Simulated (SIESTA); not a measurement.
SIESTA run on CaCo2Si2 (P1, 5 atoms in the cell): self-consistent single point.

Method: LDA PW92, numerical atomic orbitals DZP, PseudoDojo LDA standard norm-conserving potentials (rewritten from UPF to PSML) run with SIESTA.

The change in words: atoms moved at random. Reference geometry:
```
CELL_PARAMETERS angstrom
     -1.93445     1.93445     4.93677
      1.93445    -1.93445     4.93677
      1.93445     1.93445    -4.93677
ATOMIC_POSITIONS crystal
  Ca 0.00000 0.00000 0.00000
  Co 0.25000 0.75000 0.50000
  Co 0.75000 0.25000 0.50000
  Si 0.63375 0.63375 0.00000
  Si 0.36625 0.36625 0.00000
```

Reference input (self-consistent single point, DFT, LDA PW92, numerical atomic orbitals DZP, PseudoDojo LDA standard norm-conserving potentials (rewritten from UPF to PSML)): XC.functional = LDA; XC.authors = PW92; potentials = PseudoDojo LDA standard; PAO.BasisSize = DZP; PAO.EnergyShift = 0.005 Ry; MeshCutoff = 400 Ry; kgrid.MonkhorstPack = 8 8 8; OccupationFunction = FD; ElectronicTemperature = 100 meV; MaxSCFIterations = 150; SCF.Mixer.Method = Broyden; SCF.Mixer.Weight = 0.1. This run's input differs from it in these lines:

```diff
@@ -19,7 +19,7 @@
 %block AtomicCoordinatesAndAtomicSpecies
-     0.000000000    0.000000000    0.000000000  1
-     1.934449000    0.000000000    2.468384500  2
-    -0.000000000    1.934449000    2.468384500  2
-    -0.000000000    0.000000000    6.257354708  3
-    -0.000000000    0.000000000    3.616183293  3
+     0.027395667    0.044933381   -0.054343953  1
+     1.932899506   -0.087686639    2.453381659  2
+     0.012941464    1.943366810    2.509932348  2
+    -0.041677704   -0.010049463    6.324400967  3
+     0.002890067    0.043884910    3.576935979  3
 %endblock AtomicCoordinatesAndAtomicSpecies
```

Log, with long lists cut:

```
        iscf     Eharris(eV)        E_KS(eV)     FreeEng(eV)     dDmax    Ef(eV) dHmax(eV)
   scf:    1    -9534.002642    -9589.336507    -9589.405162  1.482484 -5.033619 16.799295
   scf:    2    -9605.185503    -9600.594026    -9600.672916  0.371178 -5.735299  3.514972
   scf:    3    -9601.550167    -9601.250000    -9601.336624  0.062697 -5.885686  2.878102
   scf:    4    -9601.761056    -9601.609657    -9601.691234  0.200015 -5.807585  0.958020
   scf:    5    -9601.636289    -9601.627791    -9601.710563  0.007373 -5.822811  0.506804
   [... 4 lines left out ...]
   scf:   10    -9601.635581    -9601.635733    -9601.722505  0.003131 -5.795106  0.008586
   scf:   11    -9601.635673    -9601.635704    -9601.722507  0.000388 -5.795410  0.001277
   scf:   12    -9601.635694    -9601.635699    -9601.722508  0.000055 -5.795405  0.001056
   scf:   13    -9601.635691    -9601.635695    -9601.722508  0.000048 -5.795401  0.000832
SCF Convergence by DM+H criterion
max |DM_out - DM_in|         :     0.0000478812
max |H_out - H_in|      (eV) :     0.0008317559
SCF cycle converged after 13 iterations

Using DM_out to compute the final energy and forces

siesta: E_KS(eV) =            -9601.6357

siesta: E_KS - E_eggbox =     -9601.6357

siesta: Atomic forces (eV/Ang):
     1   -0.285681   -0.288296    0.554366
     2    0.087433    1.384200    0.291431
     3   -0.543836    0.086385   -0.507509
     4    0.732931   -0.664052   -0.581947
     5    0.010703   -0.518589    0.243303
   Tot    0.001551   -0.000352   -0.000356
   Max    1.384200
   Res    0.558956    sqrt( Sum f_i^2 / 3N )
   Max    1.384200    constrained

Stress tensor Voigt[x,y,z,yz,xz,xy] (kbar):      -24.70      -47.67      -35.61      -12.26        9.25       -1.67
   [... lines left out ...]
siesta: FreeEng =     -9601.722508
siesta: Cell volume =         73.895394 Ang**3
siesta:          35.99065928         59.53309924  kBar
   [... lines left out ...]
   5  5.066   1.280   0.099   1.119   0.983   1.092  -0.032  -0.087  -0.027
              0.144   0.107   0.176   0.103   0.106

mulliken: Qtot =       52.000

Mulliken Atomic Populations:
Atom #   charge [q] valence [e]  Species
     1     1.602424    8.397576  Ca
     2     0.244797   16.755203  Co
     3     0.243850   16.756150  Co
     4    -1.025047    5.025047  Si
     5    -1.066023    5.066023  Si
 Total    -0.000000
```

The run converged in 13 iterations. Against the reference run the free energy goes up by 25.8 meV/atom, the pressure goes from 0.98 to 3.60 GPa and the largest force goes from 0.334 to 1.417 eV/Å.

The starting cell comes from a database of computed structures (which also holds hypothetical and non-ambient phases and stackings), without a prior relaxation at this level. Its lattice was rescaled by a random factor within 2.5 % of one. For this run, on top of that: atoms moved at random. Spin polarisation is off. Values carry the incompleteness of an atom-centred basis. With a pressure of about 4 GPa the cell is away from its equilibrium volume at this level. Forces in this geometry exceed 1 eV/Å.

Cost on one core of a shared machine: roughly 60 s.
